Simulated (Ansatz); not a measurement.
# What uniaxial strain ε_zz = +1.50 % does to MoSi2

Start from MoSi₂ (space group I4/mmm, No. 139; a = 3.2168 Å, c = 7.8746 Å; relaxed with 0.1 eV smearing). Axes: x, y, z lie along a, b, c of the conventional cell.

One thing is altered: the cell is stretched by 1.50 % along z with no lateral relaxation, atoms relaxed at fixed cell.

Computed with PBE/PAW in Ansatz (a quantum-chemistry and plane-wave program), scalar-relativistic without spin-orbit coupling. k-mesh 25×25×25 (Γ-centred); smearing 0.1 eV (Fermi–Dirac).

| quantity | base | changed | shift |
|---|---|---|---|
| volume per atom | 13.58 Å³ | 13.78 Å³ | +0.20 Å³ |
| space group | I4/mmm (No. 139) | I4/mmm (No. 139) | – |
| shortest interatomic distance | 4.908 bohr | 4.965 bohr | +0.057 bohr |
| energy relative to the base (free energy F) | 0 meV/atom | +4.4 meV/atom | +4.4 meV/atom |
| pressure (mean of the normal stresses, compression positive) | 0.0 GPa | -3.1 GPa | -3.1 GPa |
| band gap | zero | zero | – |
| stress (xx, yy, zz, yz, xz, xy; compression positive) | – | (-1.3, -1.3, -6.8, 0.0, 0.0, 0.0) GPa | – |

Final structure:

```yaml
crystal:
  lattice:
    - [-1.60839, 1.60839, 3.99635]
    - [1.60839, -1.60839, 3.99635]
    - [1.60839, 1.60839, -3.99635]
  atoms:
    - { symbol: Si, position: [0.66454, 0.66454, 0.00000] }
    - { symbol: Si, position: [0.33546, 0.33546, 0.00000] }
    - { symbol: Mo, position: [0.00000, 0.00000, 0.00000] }
```

Whether these cells are dynamically stable was not tested. The final runs are not spin-polarised.
